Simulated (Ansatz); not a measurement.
# WSi2, pressure series

The reference is WSi$_{2}$ (space group I4/mmm, No. 139; a = 3.2292 Å, c = 7.8673 Å).

Cell and atoms are relaxed at each pressure.

The values are results of DFT with PBE, PAW potentials and a 420 eV plane-wave cutoff in Ansatz (a first-principles code), scalar-relativistic without spin-orbit coupling, not measurements.

Notes on the quantities. enthalpy: H = E + PV relative to the base's energy.

```
variant                enthalpy  shortest interatomic distance
----------------  -------------  -----------------------------
base                          –                        2.603 Å
pressure −2 GPa   -0.17 eV/atom                        2.607 Å
pressure −1 GPa   -0.09 eV/atom                        2.605 Å
pressure 3 GPa    +0.25 eV/atom                        2.596 Å
pressure 7 GPa    +0.59 eV/atom                        2.588 Å
pressure 15 GPa   +1.24 eV/atom                            [?]
pressure 30 GPa   +2.42 eV/atom                        2.534 Å
pressure 50 GPa   +3.91 eV/atom                        2.483 Å
pressure 75 GPa   +5.67 eV/atom                        2.433 Å
pressure 100 GPa  +7.35 eV/atom                        2.391 Å
```

**Question.** Fill in the withheld entries from the trend.

**Answer.** 
- pressure 15 GPa, shortest interatomic distance: 2.573 Å

Load acts through the strain it causes; cell and atoms are relaxed under it. No phonon test of stability was made. Competing high-pressure phases were not computed. All final runs are without spin polarisation.
